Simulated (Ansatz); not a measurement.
A constructed model of the (111) surface of fcc Pd, a layer of Mo in place of the third plane (bottom of the slab: a bare face, its two planes held)

Level of theory: PBE (plane waves to 420 eV, PAW; Ansatz, a quantum-chemistry and plane-wave program).

Slab: 6 atoms, 11.6 Å thick at the start; k 15x15x1, smearing 0.1 eV, dipole-corrected; 2 atoms held, the rest relaxed; symmetry of the start imposed; no spin, no spin-orbit, no U. In PBE it is, or lies within 0.01 eV a 1x1 cell of, the lowest of the 2 structures of its composition computed so far; larger cells were not tried.

```yaml
work_function_of_the_top_face: 5.35 eV
energy_released_by_relaxation: 0.15 eV
cost: very roughly 120 core-seconds
```
